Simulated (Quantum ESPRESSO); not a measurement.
Troubleshooting Quantum ESPRESSO: a failed run on Ba2Mg3F10 (C2/m, 30 atoms in the cell). The aim is a self-consistent single point with DFT, PBEsol, plane waves, GBRV 1.5 ultrasoft (PBESOL) pseudopotentials.

Cell that was meant: a = 9.9241 Å, b = 9.9241 Å, c = 7.9606 Å, α = 110.98°, β = 110.98°, γ = 35.60°.

Part of the input:

```fortran
    ibrav = 0
    nat = 30
    ntyp = 3
    ecutwfc = 40.0
    ecutrho = 200
    occupations = 'fixed'
    nbnd = 126
[...]
F     7.9525570000    1.7066015294    3.6882285000
F     7.9525570000   -1.7066015294    3.6882285000
F     4.7245595000    1.5167095000    0.0000000000
F     4,7245595000   -1,5167095000    0,0000000000
K_POINTS {automatic}
3 3 2  0 0 0
CELL_PARAMETERS {angstrom}
```

The program printed (abridged):

```
     This program is part of the open-source Quantum ESPRESSO suite
     for quantum simulation of materials; please cite

[eval_infix.c] A parsing error occurred
helper string:
4,7245595000
error code:
Error: invalid token: ,

 %%%%%%%%%%%%%%%%%%%%%%%%%%%%%%%%%%%%%%%%%%%%%%%%%%%%%%%%%%%%%%%%%%%%%%%%%%%%%%
     Error in routine card_atomic_positions (1):
     Error while parsing atomic position card.
 %%%%%%%%%%%%%%%%%%%%%%%%%%%%%%%%%%%%%%%%%%%%%%%%%%%%%%%%%%%%%%%%%%%%%%%%%%%%%%

     stopping ...
```

Problem. From the messages shown, name the fault and mend the input.

Solution. The fault is decimal commas. The program does not read a comma as a decimal mark. To fix it, use decimal points. The program stopped before any SCF iteration.

The sound input it was made from differs as follows (other fixes are possible):
```diff
-    ecutwfc = 40.0
+    ecutwfc = 40
-F     4,7245595000   -1,5167095000    0,0000000000
+F     4.7245595000   -1.5167095000    0.0000000000
```

With that input, the run converged in 12 iterations: free energy E − TS -27300.6600 eV; top of the valence band (on the code's own zero) 3.15 eV; gap on the k-point mesh 6.62 eV; pressure -5.12 GPa; largest force (vector length) 0.340 eV/Å (DFT, PBEsol, plane waves, GBRV 1.5 ultrasoft (PBESOL) pseudopotentials).

On the sound input: the starting cell comes from a database of computed structures (which also holds hypothetical and non-ambient phases and stackings), without a prior relaxation at this level. Its lattice was rescaled by a random factor within 2.5 % of one. With a pressure of about -5 GPa the cell is away from its equilibrium volume at this level.
